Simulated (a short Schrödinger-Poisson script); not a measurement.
MOS inversion layer, Al2O3 on p-type InP

Structure: MOS inversion layer, Al2O3 on p-type InP, at 300 K.

```csv
layer,material,thickness (nm),Na (cm⁻³)
1,Al2O3,6.3,-
2,InP,730,4.3e17
```

Constants are typed, rounded textbook-type inputs, not results; the design itself was drawn at random and stands for no fabricated device. Al2O3: permittivity 9, conduction-band edge (eV) 3.03, gap (eV) 6.8, electron mass (mₑ) 0.3. InP: permittivity 12.5, conduction-band edge (eV) 0, gap (eV) 1.344, Nv at 300 K (cm⁻³) 1.1e19.

Channel valleys (confinement mass, in-plane density-of-states mass, number): Γ 0.08, 0.08, 1. At the gate the conduction-band edge of layer 1 lies 3.43 eV − eVg above the Fermi level of the channel; the field vanishes at the back. Gaps are held at their typed values at every temperature. Mesh 0.03 nm at interfaces.

Solved with a short Schrödinger-Poisson script written for these runs: 1D Poisson equation in equilibrium, electrons quantum, Hartree (BenDaniel-Duke, 12 states a valley, the channel's in-plane mass for all, wave functions free to enter the dielectric), parabolic valleys, classical holes, full ionisation, no traps, pinning or gate leakage.

| Vg (V) | electrons (cm⁻²) | C (μF/cm²) | Γ E0 (meV) | Γ E1 (meV) |
|---|---|---|---|---|
| 0.6 | 8.68e6 | 0.162 | 297.6 | 441.0 |
| 0.7 | 2.16e8 | 0.157 | 214.5 | 362.1 |
| 0.8 | 5.35e9 | 0.175 | 131.4 | 283.1 |
| 0.9 | 8.79e10 | 0.411 | 57.8 | 213.4 |
| 1 | 4.02e11 | 0.698 | 13.6 | 173.1 |
| 1.1 | 8.53e11 | 0.805 | -13.3 | 150.0 |
| 1.2 | 1.35e12 | 0.849 | -34.3 | 132.9 |
| 1.3 | 1.88e12 | 0.872 | -52.8 | 118.2 |
| 1.4 | 2.41e12 | 0.885 | -70.1 | 104.5 |
| 1.5 | 2.96e12 | 0.895 | -86.9 | 91.5 |
| 1.6 | 3.51e12 | 0.902 | -103.3 | 78.8 |
| 1.7 | 4.06e12 | 0.909 | -119.4 | 66.5 |
| 1.8 | 4.62e12 | 0.916 | -135.2 | 54.6 |
| 1.9 | 5.19e12 | 0.923 | -150.6 | 43.3 |
| 2 | 5.76e12 | 0.930 | -165.7 | 32.6 |
| 2.1 | 6.33e12 | 0.938 | -180.3 | 22.6 |
| 2.2 | 6.91e12 | 0.944 | -194.6 | 13.2 |

Gate voltages with under 1e6 electrons/cm² are left out.

Subbands count from the Fermi level.

Above a few 1e12 electrons/cm² a light Γ valley is non-parabolic and upper valleys begin to fill, which the model leaves out.
